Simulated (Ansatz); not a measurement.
Take BN in the zinc blende structure (space group F-43m, No. 216; a = 3.581 Å) as the base. Axes: x, y, z lie along the cube axes.

All numbers come from LDA, PAW, 420 eV (Ansatz, an electronic-structure program; no spin-orbit coupling).

Strains are applied to the cell and any free atomic positions relax.

One change was made to it. Results:

The valence-band top at Γ (three highest levels, from the VBM) changes from 0.00, 0.00, 0.00 eV to 0.00, -0.10, -0.10 eV; the pressure (mean of the normal stresses, compression positive) goes up by 41.12 kbar (-0.1 kbar → 41.1 kbar); the energy grows by 1.5 meV/atom.

Question: Which of these changes matches the shifts?
A) uniaxial strain ε_zz = −1.00 %
B) uniaxial strain ε_zz = +1.00 %
C) uniaxial strain ε_zz = −3.00 %

Answer: A, uniaxial strain ε_zz = −1.00 %. For comparison, the valence-band top at Γ in the other runs: uniaxial strain ε_zz = +1.00 % gives 0.00, 0.00, -0.10 eV; uniaxial strain ε_zz = −3.00 % gives 0.00, -0.30, -0.30 eV.

The levels and masses belong to the bands next to the band gap. Stability against distortions was not tested.
